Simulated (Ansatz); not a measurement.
## Elastic constant C13 of double-hcp La at several levels of theory

No measured value is used here.

```json
[
 {"level (code)": "LDA (Ansatz)", "value (GPa)": "9.32", "cell (Å³/atom)": "32.21"},
 {"level (code)": "PBE (Ansatz)", "value (GPa)": "10.2", "cell (Å³/atom)": "37.13"},
 {"level (code)": "PBEsol (Ansatz)", "value (GPa)": "[?]", "cell (Å³/atom)": "33.96"},
 {"level (code)": "r²SCAN (Ansatz)", "value (GPa)": "9.87", "cell (Å³/atom)": "37.27"}
]
```

### Question
Complete the blanks.

### Answer

- PBEsol (Ansatz, a first-principles code), value (GPa): 8.46

Each level is taken at its own relaxed cell. Cutoffs differ between the levels. Ansatz's density-functional and Hartree–Fock values are scalar-relativistic unless marked +SOC, with PAW data made under PBE.
